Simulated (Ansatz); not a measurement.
CsCl-type RuAl was calculated with r²SCAN0 (Ansatz, a quantum-chemistry and plane-wave program, PAW).

The input as run:

Ansatz 0.2 input:
```yaml
crystal:
  lattice:
    - [3.0045701188, 0.0, 0.0]
    - [0.0, 3.0045701188, 0.0]
    - [0.0, 0.0, 3.0045701188]
  atoms:
    - { symbol: Al, position: [0.5, 0.5, 0.5] }
    - { symbol: Ru, position: [0.0, 0.0, 0.0] }
basis:
  ecutwfc: 520
  ecutrho_ratio: 4
  xc_grid: 3
kpoints:
  mp_grid: { grid: [10, 10, 10] }
hamiltonian:
  xc: r2scan0
  dispersion: none
  pseudopotentials: { kind: paw }
scf:
  occupations: { method: fermi_dirac, width: 0.05 }
  convergence: { dr2_threshold: 0.0000000002 }
output:
  forces: true
  stress: true
  eigenvalues: true
```

From the output:

```
WARN output.stress: scf.exx.energy_threshold = 1e-6 eV is looser than the 2e-8 eV advised for a stress under a hybrid functional (1e-8 eV for each atom of the …
Crystal: 2 atoms, lattice volume = 27.124 Å³
Basis set: ecut = 520 eV, 739 PW (Γ), exchange–correlation on 72×72×72 points (27 copies of the dense FFT grid, shifted against one another)
Bands: 14, of which v1, the nominal top of the filled ones, is band 10 counted from 1 (9 counted from 0)
Symmetry: 48 space group operations
Space group: Pm-3m (ITA 221), of the structure as read, at distance tolerance 3.0e-5 Å
k-points: 56 of 1000
Functional: x = r2scan, c = r2scan; τ floored in thin density (d = 2e-4 eV/Å³), warm-up for x = 0.75 r2scan + 0.25 exact, c = r2scan; τ floored in thin density (d = 2e-4 eV/Å³)
SCF iter   1: F=—  HF=-6432.531695 eV  |F-HF|=—  |Δ(HF+E_count)|=         —  Δρ=8.69e-3  dr2=1.02e-2  dr2_τ=2.26e-2
SCF iter   2: F=—  HF=-6432.549682 eV  |F-HF|=—  |Δ(HF+E_count)|=   1.80e-2  Δρ=4.58e-3  dr2=3.00e-3  dr2_τ=1.33e-4
  ...
SCF 1 converged in 8 iterations: F = -6432.549160 eV  dr2 = 1.24e-10
Crystal: 2 atoms, lattice volume = 27.124 Å³
Initial density: handed on by an earlier stage of this run
Functional: x = 0.75 r2scan + 0.25 exact, c = r2scan; τ floored in thin density (d = 2e-4 eV/Å³)
  ...
SCF 4 converged in 6 iterations: F = -6430.929626 eV  dr2 = 1.59e-11
Crystal: 2 atoms, lattice volume = 27.124 Å³
SCF 5 converged in 5 iterations: F = -6430.930339 eV  dr2 = 7.26e-12
Crystal: 2 atoms, lattice volume = 27.124 Å³
SCF 6 converged in 5 iterations: F = -6430.931311 eV  dr2 = 9.59e-12
Crystal: 2 atoms, lattice volume = 27.124 Å³
Crystal: 2 atoms, lattice volume = 27.124 Å³
SCF 8 converged in 12 iterations: F = -6430.932850 eV  dr2 = 1.79e-12
Crystal: 2 atoms, lattice volume = 27.124 Å³
SCF 9 converged in 2 iterations: F = -6430.932850 eV  dr2 = 1.02e-11
Crystal: 2 atoms, lattice volume = 27.124 Å³
Crystal: 2 atoms, lattice volume = 27.124 Å³
SCF 11 converged in 5 iterations: F = -6430.932850 eV  dr2 = 5.64e-12
Crystal: 2 atoms, lattice volume = 27.124 Å³
Crystal: 2 atoms, lattice volume = 27.124 Å³
SCF iter   4: F=—  HF=-6430.932792 eV  |F-HF|=—  |Δ(HF+E_count)|=   1.41e-8  Δρ=2.41e-6  dr2=2.07e-9  dr2_τ=1.65e-10
SCF iter   5: F=-6430.932792 eV  HF=-6430.932792 eV  |F-HF|=9.09e-13  |Δ(HF+E_count)|=  5.83e-10  Δρ=2.92e-7  dr2=8.99e-12  dr2_τ=9.91e-13
SCF 13 converged in 5 iterations: F = -6430.932792 eV  dr2 = 8.99e-12
Free energy (F): -6430.932850 eV
Internal energy: -6430.930007 eV  (E = F + TS)
E sigma→0 (E₀):  -6430.931429 eV
Fermi energy:    15.126539 eV
--- Forces (eV/Å), atoms counted from 1 ---
  atom   1  Al     0.00000000     0.00000000     0.00000000
  atom   2  Ru    -0.00000000    -0.00000000     0.00000000
--- Stress (GPa, compression-positive) ---
      -10.059620      -0.000000       0.000000
        0.000000     -10.059620       0.000000
        0.000000       0.000000     -10.059620
  P = ⅓ Tr σ = -10.0596 GPa (-100.596 kbar)
```

The cell is one volume of an energy–volume scan, off the minimum.

The PAW data were made under PBE.

Note: the run has no spin polarisation, so it can have missed a magnetic state. Note: the run warned that the count of filled bands differs between k points.
